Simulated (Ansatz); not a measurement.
**CoSi2, element substitutions**

Base system: CoSi$_{2}$ (space group Fm-3m, No. 225; a = 5.360 Å; non-magnetic).

Each row replaces one element on all its sites; cell and atoms are relaxed.

Calculations: PBE, PAW, 420 eV (Ansatz, an electronic-structure program; no spin-orbit coupling), earlier PAW set.

Candidates:
(a) Co → Tl
(b) Co → Ni
(c) Si → C
(d) Co → Hg

Before the change:

- Volume per atom: 12.84 Å³

### Question
Order them by volume per atom, highest first.

### Answer
(a) Co → Tl (24.76 Å³), (d) Co → Hg (21.63 Å³), (b) Co → Ni (13.45 Å³), (c) Si → C (8.01 Å³)

No phonon test of stability was made. As relaxed here, TlSi2, CoC2 and HgSi2 are hypothetical phases, not in the database extracts checked. Starting moments died away, wholly or in part, for the base, Co → Ni and Si → C; another magnetic solution may exist. All final runs are without spin polarisation. An odd electron count without spin: TlSi2, CoSi2 and CoC2.
